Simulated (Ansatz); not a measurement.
Consider a 10-atom supercell of LiNbO3 (space group R3c, No. 161; a = 5.137 Å, c = 13.887 Å (hexagonal axes)) at its relaxed geometry.

Method: Kohn–Sham DFT with the r2SCAN functional, run in Ansatz (a quantum-chemistry and plane-wave program) with PAW and 500 eV plane waves, no spin-orbit coupling, earlier PAW set.

One neutral defect a cell, atoms relaxed at fixed cell.

One change was made to it. Results:

```tsv
quantity	base	after
largest displacement of a host atom from its site in the perfect cell	–	0.13 Å
pressure	0.0 GPa	-7.3 GPa
```

### Question
What was done to the base?
A) Cu on a Nb site
B) Nb on a Li site (antisite)
C) H interstitial (started 1.74 Å from the nearest host atom)
D) Zr on a Nb site

### Answer
A, Cu on a Nb site. For comparison, the pressure in the other runs: Nb on a Li site (antisite) gives 9.5 GPa; H interstitial (started 1.74 Å from the nearest host atom) gives 1.7 GPa; Zr on a Nb site gives 6.4 GPa.

In so small a cell the defect repeats every few ångströms: this is an ordered compound, not a dilute defect. Starting moments died away, wholly or in part, for Cu on a Nb site; another magnetic solution may exist. No Hubbard U is applied and the magnetic state is the run's own (Li2NbCuO6 without a net moment); small cells can't hold the antiferromagnetic order that many such compounds have, so gaps and moments can be off.
